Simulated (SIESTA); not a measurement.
Band structure of LiAl₃ (I4/mmm, 4 atoms in the cell).

```xyz
4
Lattice="-2.0183 2.0183 4.0182 2.0183 -2.0183 4.0182 2.0183 2.0183 -4.0182" Properties=species:S:1:pos:R:3 pbc="T T T"
Li     0.0000     0.0000     0.0000
Al     0.0000     2.0183     2.0091
Al     2.0183     0.0000     2.0091
Al     0.0000     0.0000     4.0182
```

Method of the run: SIESTA 5.4.2 with GGA PBEsol, numerical atomic orbitals DZP, PseudoDojo PBEsol standard norm-conserving potentials (rewritten from UPF to PSML).

Settings: XC.functional = GGA; XC.authors = PBEsol; potentials = PseudoDojo PBEsol standard; PAO.BasisSize = DZP; PAO.EnergyShift = 0.01 Ry; MeshCutoff = 400 Ry; kgrid.MonkhorstPack = 9 9 9; OccupationFunction = FD; ElectronicTemperature = 100 meV; PAO.Polarization.NonPerturbative = true; MaxSCFIterations = 150; SCF.Mixer.Method = Broyden; SCF.Mixer.Weight = 0.2; SCF.Mixer.History = 6.

The starting cell comes from a database of computed structures (which also holds hypothetical and non-ambient phases and stackings), without a prior relaxation at this level. Its lattice was rescaled by a random factor within 2.5 % of one. Values carry the incompleteness of an atom-centred basis.

Levels in eV from the Fermi level, bands 3 to 8:
| point | 3 | 4 | 5 | 6 | 7 | 8 |
|---|---|---|---|---|---|---|
| Γ | -2.11 | -0.29 | -0.29 | -0.28 | 0.64 | 0.64 |
| X | -5.75 | -4.04 | -3.77 | -3.41 | -1.08 | 2.22 |
| Y | -5.88 | -5.60 | -3.85 | -1.47 | 0.18 | 2.49 |
| S | -7.03 | -5.28 | -0.87 | 0.92 | 1.39 | 2.98 |
| Z | -7.09 | -2.06 | -2.06 | -0.77 | 1.06 | 6.14 |
| S1 | -7.03 | -5.28 | -0.87 | 0.92 | 1.39 | 2.98 |
| N | -6.81 | -2.90 | -2.56 | 0.32 | 0.95 | 1.91 |
| P | -5.30 | -5.30 | -4.20 | -0.87 | -0.87 | -0.44 |
| Y1 | -5.88 | -5.60 | -3.85 | -1.47 | 0.18 | 2.49 |

Bands cross the Fermi level along this path, so the cell is metallic at this level.

Higher empty bands are left out: an atom-centred basis made for the valence describes them poorly.
